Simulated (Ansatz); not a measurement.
Band structure of La₂Cu₂SeSO₂ (P4mm, 8 atoms in the cell).

```
CELL_PARAMETERS angstrom
      4.06144     0.00000     0.00000
      0.00000     4.06144     0.00000
      0.00000     0.00000     8.76816
ATOMIC_POSITIONS crystal
  La 0.50000 0.50000 0.85885
  La 0.00000 0.00000 0.14590
  Cu 0.00000 0.50000 0.49163
  Cu 0.50000 0.00000 0.49163
  Se 0.00000 0.00000 0.66815
  S  0.50000 0.50000 0.33867
  O  0.00000 0.50000 0.00259
  O  0.50000 0.00000 0.00259
```

Method of the run: PBEsol, PAW files made with PBE (plane waves; Ansatz, a program for electronic structure).

Settings: basis.ecutwfc = 420 eV; kpoints.mp_grid.grid = 5 5 3; hamiltonian.xc = pbesol; hamiltonian.pseudopotentials = {kind: paw} (the program's default PAW files); scf.occupations.method = fermi_dirac; scf.occupations.width = 0.02 eV; kpoints.band_path.npoints = 8.

The starting cell comes from a database of computed structures (which also holds hypothetical and non-ambient phases and stackings), without a prior relaxation at this level. Its lattice was rescaled by a random factor within 2.5 % of one.

Predict the gap along the standard path and the places of the band edges.

The gap along the path is 1.46 eV, direct at Γ to within 0.01 eV.

Levels in eV from the top of the valence band on the path, bands 44 to 51:
```tsv
point	44	45	46	47	48	49	50	51
Γ	-1.24	-0.44	0.00	0.00	1.46	1.56	2.08	2.17
X	-0.78	-0.76	-0.66	-0.65	1.93	2.12	2.43	2.47
M	-1.78	-1.78	-1.12	-1.12	2.38	2.54	2.72	2.72
Z	-1.24	-0.87	-0.09	-0.09	1.63	1.94	2.00	2.22
R	-0.71	-0.69	-0.61	-0.61	1.97	2.15	2.45	2.50
A	-1.79	-1.79	-1.13	-1.13	2.46	2.64	2.81	2.81
```

Keys are those of Ansatz 0.2.
